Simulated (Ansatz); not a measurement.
Fluorite PtAl2 was calculated with PBEsol in Ansatz (plane waves, PAW).

Numerical settings: plane-wave cutoff 520 eV, 16×16×16 k mesh, Fermi–Dirac smearing 0.05 eV, scalar-relativistic PAW data made under PBE.

Cell (relaxed at this level):

```
Al2Pt
1.0
    0.00000     2.94820     2.94820
    2.94820     0.00000     2.94820
    2.94820     2.94820     0.00000
Al Pt
2 1
Direct
  0.25000   0.25000   0.25000
  0.75000   0.75000   0.75000
  0.00000   0.00000   0.00000
```

Question: Give the computed bulk modulus and pressure derivative B′ of the bulk modulus.

Answer: 
* **bulk modulus**: 139 GPa
* **pressure derivative B′ of the bulk modulus**: 4.4

The run finds no gap.

Spin–orbit coupling is not included.

Static lattice: no zero-point or thermal effects.

Cost on a shared machine: about 60 core-seconds (a rough figure).

Ansatz is a program for electronic structure.
